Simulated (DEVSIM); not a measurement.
System: Cr/Al2O3/p-In0.53Ga0.47As capacitor, at 250 K.

```
layer (left to right)        material  thickness (nm)  Na (cm⁻³)
---------------------  --------------  --------------  ---------
1                               Al2O3            9.90          -
2                      In0.53Ga0.47As            8500     4.4e15
```

Metal gate on the left, work function 4.5 eV. Fixed charge at the semiconductor interface 0 cm⁻² (in units of +e); no interface traps.

This is a model device: material constants are rounded textbook-type values typed into the input, and sizes, dopings and lifetimes were drawn at random. Values at 300 K; Nc and Nv go as T^1.5, mobilities as T to minus their exponent, the gap by Varshni's rule with the affinity fixed.

| parameter | Al2O3 | In0.53Ga0.47As |
|---|---|---|
| gap (eV) | 6.8 | 0.74 |
| affinity (eV) | 1.35 | 4.51 |
| permittivity | 9 | 13.9 |
| Nc (cm⁻³) | - | 2.1e17 |
| Nv (cm⁻³) | - | 7.7e18 |
| Varshni α (eV/K) | - | 0.00035 |
| Varshni β (K) | - | 190 |

Model (solved in DEVSIM): 1D Poisson equation in equilibrium, Boltzmann statistics, complete ionisation; no quantum confinement or tunnelling. Metal contacts follow the ideal Schottky-Mott rule: no Fermi-level pinning, no interface dipoles.

The Al2O3 thickness was swept, all else fixed.

```tsv
Al2O3 thickness (μm)	capacitance of the dielectric stack (μF/cm²)	threshold voltage (band bending 2φF) (V)
0.004	1.99	-0.07
0.0054	1.48	-0.07
0.0069	1.15	-0.06
0.0084	0.949	-0.06
0.0099	0.805	-0.05
0.012	0.664	-0.04
```

From the first row to the last the capacitance of the dielectric stack goes from 1.99 to 0.664. From the first row to the last the threshold voltage (band bending 2φF) goes from -0.07 to -0.04.
